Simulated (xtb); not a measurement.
xtb 6.7.1, GFN2-xTB: Mo(NMe)(F)2(Cl)2 (C[N]=[Mo]([F])([F])([Cl])[Cl]), 10 atoms. The geometry is a generated start, not checked to be a minimum at this level.

```
Item                      Result
-----------------  -------------
run flags                 --grad
method                  GFN2-xTB
--acc                1 (default)
--etemp (K)        300 (default)
basis functions               49
valence electrons             46
```

```xyz
10

Mo    -0.2106     0.7895     1.0341
N      0.0673    -0.2495    -0.3175
C      0.2898    -1.0861    -1.4178
H      1.3645    -1.2026    -1.5909
H     -0.1475    -2.0731    -1.2379
H     -0.1676    -0.6552    -2.3144
F      1.0204     0.1165     2.1695
F     -1.5336     1.8061     0.3435
Cl    -1.7592    -0.0603     2.4041
Cl     1.0765     2.6148     0.9272
```

Charge 0 and multiplicity 1 are set for this test and not shown to be the ground state.

One run each on 1 thread. Values of broydamp tried: 0.02, 0.05, 0.1, 0.2, 0.4 (default), 0.6, 0.8, 1.

Task: Which value of broydamp needs the fewest SCC iterations, and what happens away from it?

Result: Fewest SCC iterations, within one of each other: 0.2 with 17, 0.4 (default) with 16. The count rises to 26 at 0.02. All converge to one solution.

```tsv
broydamp	SCC iterations	end
0.02	26	same solution
0.05	22	same solution
0.1	20	same solution
0.2	17	same solution
0.4 (default)	16	same solution
0.6	18	same solution
0.8	18	same solution
1	20	same solution
```
